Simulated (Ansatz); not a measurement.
Here is the system:

```
CELL_PARAMETERS angstrom
      3.10099     0.00000     0.00000
      1.55049     2.68553     0.00000
      1.55049    -0.89518     2.62604
ATOMIC_POSITIONS crystal
  Ga 0.99613 0.00193 0.00580
  N  0.50387 0.24807 0.74420
```

No spin polarisation.

The values are results of r2SCAN (Ansatz, a first-principles code, PAW, without spin-orbit coupling), not measurements. Γ-centred 13×13×13 mesh, Fermi–Dirac width 0.05 eV.

Predict the gap character.

Direct at Γ.

Estimate the mean in-plane stress (compression positive).

+12.6 GPa.

Predict the valence-band top at Γ (three highest levels, from the VBM).

0.00, 0.00, -0.28 eV.

The cells carry an imposed strain or load. Stability against distortions was not tested. The cell was made from GaN in the zinc blende structure (space group F-43m, No. 216) by this change: biaxial strain −2.50 %, plane normal [111], relaxed out of plane. This is not the structure that GaN has at room temperature and ambient pressure.
